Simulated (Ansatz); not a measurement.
Worked example: self-consistent single point of Rh2MgTe4 (Fd-3m, 14 atoms in the cell) in Ansatz (a first-principles code).

Computed with revPBE, default PAW files made with PBE (plane waves; Ansatz).

```
Mg(Te2Rh)2
1.0
    0.00000     5.99517     5.99517
    5.99517     0.00000     5.99517
    5.99517     5.99517     0.00000
Rh Mg Te
4 2 8
Direct
  0.12500   0.12500   0.12500
  0.62500   0.12500   0.12500
  0.12500   0.62500   0.12500
  0.12500   0.12500   0.62500
  0.75000   0.75000   0.75000
  0.50000   0.50000   0.50000
  0.36260   0.36260   0.36260
  0.91220   0.36260   0.36260
  0.36260   0.91220   0.36260
  0.36260   0.36260   0.91220
  0.88740   0.88740   0.88740
  0.33780   0.88740   0.88740
  0.88740   0.33780   0.88740
  0.88740   0.88740   0.33780
```

Reference input (self-consistent single point, DFT, revPBE, plane waves, default PAW files made with PBE): basis.ecutwfc = 420 eV; kpoints.mp_grid.grid = 3 3 3; hamiltonian.xc = revpbe; hamiltonian.pseudopotentials = {kind: paw} (the program's default PAW files); scf.occupations.method = fermi_dirac; scf.occupations.width = 0.1 eV. This run's input differs from it in these lines:

Ansatz 0.2 input:
```diff
@@ -21,3 +21,3 @@
 basis:
-  ecutwfc: 420.0
+  ecutwfc: 250.0
 kpoints:
```

Output, abridged:

```
SCF iter   1: F=—  HF=-85366.167972 eV  |F-HF|=—  |Δ(HF+E_count)|=         —  Δρ=2.31e-2  dr2=1.29e0  ethr=1.77e-3  ⟨swp⟩=5.5  Hψ=1814  notcnv=0  defer=10
all-band conjugate gradients solve this SCF's bands
preconditioner: auto → LDOS
SCF iter   2: F=—  HF=-85366.395073 eV  |F-HF|=—  |Δ(HF+E_count)|=   2.27e-1  Δρ=2.60e-2  dr2=3.76e0  ethr=5.97e-4  ⟨swp⟩=2.5  Hψ=1096  notcnv=0  defer=27
   [... lines left out ...]
SCF iter   5: F=—  HF=-85365.820201 eV  |F-HF|=—  |Δ(HF+E_count)|=   2.50e-4  Δρ=1.27e-4  dr2=8.51e-5  ethr=8.42e-7  ⟨swp⟩=2.2  Hψ=750  notcnv=0  defer=27
SCF iter   6: F=—  HF=-85365.820680 eV  |F-HF|=—  |Δ(HF+E_count)|=   4.78e-4  Δρ=3.11e-5  dr2=1.53e-5  ethr=3.94e-8  ⟨swp⟩=2.2  Hψ=852  notcnv=0  defer=27
SCF iter   7: F=—  HF=-85365.820678 eV  |F-HF|=—  |Δ(HF+E_count)|=   1.99e-6  Δρ=5.30e-6  dr2=1.76e-7  ethr=7.09e-9  ⟨swp⟩=2.8  Hψ=947  notcnv=0  defer=27
SCF iter   8: F=-85365.820678 eV  HF=-85365.820678 eV  |F-HF|=2.01e-8  |Δ(HF+E_count)|=   3.23e-7  Δρ=2.04e-6  dr2=1.41e-8  ethr=4.63e-11  ⟨swp⟩=10.2  Hψ=2173  notcnv=0
SCF 1 converged in 8 iterations: F = -85365.820678 eV  dr2 = 1.41e-8
Free energy (F): -85365.820678 eV
Internal energy: -85365.690242 eV  (E = F + TS)
E sigma→0 (E₀):  -85365.755460 eV
Entropy (-TS):   -0.130436 eV (-9.317 meV/atom)
Fermi energy:    8.139032 eV
--- Forces (eV/Å), atoms counted from 1 ---
  atom   1  Rh     0.00000000     0.00000000     0.00000000
  atom   2  Rh    -0.00000000    -0.00000000     0.00000000
  atom   3  Rh     0.00000000     0.00000000     0.00000000
  atom   4  Rh     0.00000000     0.00000000     0.00000000
  atom   5  Mg    -0.00000000    -0.00000000     0.00000000
  atom   6  Mg     0.00000000    -0.00000000    -0.00000000
  atom   7  Te    -0.77397961    -0.77397961    -0.77397961
  atom   8  Te    -0.77397961     0.77397961     0.77397961
   [... lines left out ...]
  atom  14  Te    -0.77397961    -0.77397961     0.77397961
--- Stress (GPa, compression-positive) ---
       -6.163459       0.000000      -0.000000
        0.000000      -6.163459      -0.000000
        0.000000       0.000000      -6.163459
  P = ⅓ Tr σ = -6.1635 GPa (-61.635 kbar)
  The stress holds the Pulay correction. Without it, at fixed plane waves, as pw.x and ABINIT print it: P = -43.2642 GPa
```

The run converged in 8 iterations. Against the reference run the free energy rises by 963 meV/atom, the pressure goes from -6.74 to -6.16 GPa and the largest force goes from 1.504 to 1.341 eV/Å.

The starting cell was generated: these elements placed on a structure prototype, without a prior relaxation; it need not be a known phase or ordering of this composition. Spin-orbit coupling is off. Spin polarisation is off. Forces in this geometry exceed 1 eV/Å. Ansatz's pressure includes its estimate of the finite-basis (Pulay) stress. Without the estimate this run gives -43.26 GPa. The cutoff lies below the one recommended for these files.
